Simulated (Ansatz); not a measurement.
Cost and result by functional for the surface energy of the (10-12) surface of hcp Lu in its 1x1 cell, outermost plane spacing 1.35 Å in the ideal cut (one of several cuts of this face), in Ansatz (plane waves, PAW). Single points on the PBE structure, on one kind of machine; costs are rough ratios of the slab run's core time (references not counted) to the cheapest single point. r2SCAN's cost holds its higher cutoff (500 against 420 eV). Differences are taken against r2SCAN for comparison alone: no measured value is at hand, so the table doesn't rank accuracy.

Model: 12-atom slab, 11.5 Å thick at the start, 11x5x1 mesh, Fermi-Dirac 0.1 eV, dipole correction, all atoms relaxed; held to the start's symmetry, so lower structures may exist; no spin, no spin-orbit, no U. These notes are the PBE run's.

| functional | relative cost | surface energy (J/m²) | less r2SCAN (J/m²) |
|---|---|---|---|
| PBEsol | 1 | 1.33 | -0.01 |
| RPBE | 1 | 1.11 | -0.23 |
| LDA | 1 | 1.36 | 0.03 |
| r2SCAN | 2 | 1.34 | 0.00 |
| PBE (the relaxed run's value) | – | 1.21 | -0.13 |

The values span 0.25 J/m², while the single points' costs differ by a factor of roughly 2. Differences are of unrounded values.

Ansatz is an electronic-structure program.
